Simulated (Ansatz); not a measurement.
**Several settings converged on SnO (P4/nmm, 4 atoms in the cell)**

```xyz
4
Lattice="3.7810 0.0000 0.0000 0.0000 3.7810 0.0000 0.0000 0.0000 4.8158" Properties=species:S:1:pos:R:3 pbc="T T T"
Sn     1.8905     0.0000     3.6696
Sn     0.0000     1.8905     1.1462
O      1.8905     1.8905     0.0000
O      0.0000     0.0000     0.0000
```

Base method: PBEsol, PAW files made with PBE (plane waves; Ansatz, a program for electronic structure).

Base settings: basis.ecutwfc = 420 eV; kpoints.mp_grid.grid = 7 7 5; hamiltonian.xc = pbesol; hamiltonian.pseudopotentials = {kind: paw} (the program's default PAW files); scf.occupations.method = fermi_dirac; scf.occupations.width = 0.02 eV.

The count of work is k-points × plane waves × bands × iterations; it is no time. Core times come from one kind of shared machine, to one figure; runs under 30 s give none.

**Zone-centre phonons against the mesh**

In this ladder: scf.occupations.method = fixed; scf.occupations.width = default; phonons.method = dfpt; phonons.dielectric = true; phonons.rigid_motions = translations.

Frequencies are those of the unrelaxed cell, without the LO-TO term of polar crystals.

Only quantities that move along the ladder and can be compared are tabulated.

| kpoints.mp_grid.grid | highest zone-centre frequency (cm⁻¹) | lowest optical frequency (cm⁻¹) | core time / last (rough) |
|---|---|---|---|
| 3 3 2 | 474.3 | 117.6 | 0.2 |
| 4 4 3 | 470.4 | 115.6 | 0.2 |
| 6 6 4 | 470.1 | 116.1 | 0.5 |
| 8 8 7 | 470.4 | 116.2 | 1.0 |
| 10 10 8 | 470.4 | 116.3 | 1 |

Coarsest kpoints.mp_grid.grid that holds the highest zone-centre frequency within 1 cm⁻¹ of the last step, with all finer ones: 4 4 3, at about 0.2 of the last step's time; the step before is off by 3.8 cm⁻¹.

Coarsest kpoints.mp_grid.grid that holds the lowest optical frequency within 1 cm⁻¹ of the last step, with all finer ones: 4 4 3, at about 0.2 of the last step's time; the step before is off by 1.4 cm⁻¹.

**The size of the supercell around a displaced atom**

On SnO (P4/nmm, 8 atoms in the cell), and larger cells.

Steps: 2 x 1 x 1 supercell, one Sn atom moved by 0.02 angstrom along z; 2 x 2 x 1 supercell, one Sn atom moved by 0.02 angstrom along z; and so on, with the mesh thinned in proportion.

Only quantities that move along the ladder and can be compared are tabulated.

```tsv
atoms	largest change of a force by the displacement (eV/Å)	count of work / last
8	0.2424	0.19
16	0.2243	0.37
32	0.2339	1.0
```

Smallest size that holds the largest change of a force by the displacement within 0.005 eV/Å: not settled: the last two steps still differ by 0.0097 eV/Å, over half the tolerance, so the ladder does not show it.

On the base run: the starting cell has typed, rounded lattice constants, without a prior relaxation at this level. Its lattice was rescaled by up to half a per cent.

Left out of this page: 1 run of the series outside the window shown, repeating another row's setting, or not comparable.

Keys are those of Ansatz 0.2.
